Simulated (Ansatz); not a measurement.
Short convergence ladders for CoSn (P6mm, 6 atoms in the cell)

```
CoSn
1.0
    5.21981     0.00000     0.00000
   -2.60990     4.52049     0.00000
    0.00000     0.00000     4.16665
Co Sn
3 3
Cartesian
 -1.30495   2.26024   0.00000
  2.60990   0.00000   0.00000
  1.30495   2.26024   0.00000
  2.60991   1.50683   2.08333
  0.00000   3.01366   2.08333
  0.00000   0.00000   0.05000
```

Base method: LDA (PW92), default PAW files made with PBE (plane waves; Ansatz, a program for electronic structure).

Base settings: basis.ecutwfc = 30.9 Ry; kpoints.mp_grid.grid = 7 7 8; hamiltonian.xc = lda; hamiltonian.pseudopotentials = {kind: paw} (the program's default PAW files); scf.occupations.method = gaussian; scf.occupations.width = 0.0073 Ry.

The count of work is k-points × plane waves × bands × iterations; it is no time. Core times come from one kind of shared machine, to one figure; runs under 30 s give none.

**The k-point mesh at a smearing width of 0.3 eV**

In this ladder: scf.occupations.width = 0.022 Ry.

Only quantities that move along the ladder and can be compared are tabulated.

| kpoints.mp_grid.grid | free energy less the last step's (meV/atom) | pressure (GPa) | count of work / last |
|---|---|---|---|
| 3 3 3 | 16.03 | -3.78 | 0.018 |
| 3 3 4 | 2.33 | -3.93 | 0.027 |
| 4 4 4 | 3.02 | -3.97 | 0.036 |
| 5 5 5 | -4.81 | -4.10 | 0.045 |
| 6 6 6 | 1.75 | -3.92 | 0.085 |
| 7 7 7 | 0.92 | -3.99 | 0.097 |
| 8 8 9 | 0.03 | -4.00 | 0.15 |
| 17 17 19 | 0.00 | -4.01 | 1.0 |

Coarsest kpoints.mp_grid.grid that holds the free energy within 2 meV/atom of the last step, with all finer ones: 6 6 6, at 0.085 of the last step's count of work; the step before is off by 4.8 meV/atom.

Coarsest kpoints.mp_grid.grid that holds the pressure within 0.05 GPa of the last step, with all finer ones: 7 7 7, at 0.097 of the last step's count of work; the step before is off by 0.08 GPa.

**The width of Methfessel-Paxton smearing**

In this ladder: kpoints.mp_grid.grid = 12 12 13; scf.occupations.method = methfessel_paxton.

Narrow widths need finer meshes than wide ones, so the last steps can hold mesh noise.

Only quantities that move along the ladder and can be compared are tabulated; pressure and forces are left out, as mesh noise rules them at narrow widths.

| scf.occupations.width | free energy less the last step's (meV/atom) | core time / last (rough) |
|---|---|---|
| 0.0735 Ry | 28.24 | 1 |
| 0.0367 Ry | 14.30 | 0.9 |
| 0.022 Ry | 4.98 | 1 |
| 0.0147 Ry | 2.02 | 1 |
| 0.0073 Ry | 0.20 | 0.9 |
| 0.0037 Ry | 0.00 | 1 |

Widest scf.occupations.width that holds the free energy within 1 meV/atom of the last step, with all finer ones: 0.0073 Ry; the step before is off by 2.0 meV/atom.

On the base run: the starting cell comes from a database of computed structures (which also holds hypothetical and non-ambient phases and stackings), without a prior relaxation at this level. Its lattice was rescaled by up to half a per cent. One atom was moved a little off its site on purpose. Spin polarisation is off. In the base run, with a pressure of about -4 GPa the cell is away from its equilibrium volume at this level. Ansatz's pressure includes its estimate of the finite-basis (Pulay) stress.

Left out of this page: 2 runs of the series outside the window shown, repeating another row's setting, or not comparable.

Keys are those of Ansatz 0.2.
